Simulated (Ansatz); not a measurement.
Terminations of the (111) surface of fcc Cu, measured from the surface 'clean 1x1'. Atoms come from or go to: Cu: fcc Cu, Ga: alpha gallium, Ge: germanium, In: tetragonal indium, Mn: fcc-type Mn, layered antiferromagnet, Rh: fcc Rh, Ru: hcp Ru, Sb: rhombohedral Sb, Si: silicon, Sn: beta tin. ΔE is the energy of forming the row's surface from that one (negative: more stable at these reservoirs); the vacuum level's shift is aligned on the shared bottom. No zero-point or thermal terms. These are constructed structures in small cells; real faces may alloy, dewet or reconstruct in larger ones, and not all known structures of the face are among them. Slabs of about 10 Å, Fermi-Dirac smearing of 0.1 eV. Bottom of the slabs: a bare face, its two planes held. Relaxed from the named starts with such symmetry as they have, on meshes of like density; energies extrapolated to zero smearing; spin only where a row says so; no spin-orbit coupling, no U. Brackets mark spin-polarised runs, whose order is one that fits the cell. A dash marks a value that is undefined for that row (no clear gap, or no work function of a gapped slab) or was not read reliably on its mesh.

All values below come from PBE (plane waves to 420 eV, PAW; Ansatz, a program for electronic structure).

```
surface                                                            atoms added per 1x1  ΔE per 1x1 (eV)  shift of the vacuum level (eV)  work function (eV)
----------------------------------------------------------------  --------------------  ---------------  ------------------------------  ------------------
a layer of Sn in place of the second plane                                -1 Cu, +1 Sn             2.81                           -0.06                4.76
(√3x√3)R30° surface alloy, Ga on one Cu site of the top plane     -0.333 Cu, +0.333 Ga            -0.30                           -0.13                4.66
a pseudomorphic layer of Sn in the host's stacking                               +1 Sn       (withheld)                           -1.41                3.39
a pseudomorphic layer of Si in the other hollow                                  +1 Si             0.07                           -0.47                4.33
a layer of Ru in place of the second plane                                -1 Cu, +1 Ru             0.75                            0.39                5.16
a pseudomorphic layer of Ge in the other hollow                                  +1 Ge             0.30                           -0.86                3.94
(√3x√3)R30° surface alloy, Sb on one Cu site of the top plane     -0.333 Cu, +0.333 Sb            -0.32                           -0.48                4.32
a pseudomorphic layer of In in the other hollow                                  +1 In       (withheld)                           -1.56                3.24
a layer of Mn in place of the second plane [spin, 2.9 μB a cell]          -1 Cu, +1 Mn       (withheld)                           -0.21                4.56
a layer of Rh in place of the second plane                                -1 Cu, +1 Rh       (withheld)                            0.32                5.10
```

Problem. What belongs in the gaps?

Solution. 
- a pseudomorphic layer of Sn in the host's stacking, ΔE per 1x1 (eV): 2.34
- a pseudomorphic layer of In in the other hollow, ΔE per 1x1 (eV): 1.46
- a layer of Mn in place of the second plane [spin, 2.9 μB a cell], ΔE per 1x1 (eV): 0.47
- a layer of Rh in place of the second plane, ΔE per 1x1 (eV): 0.25
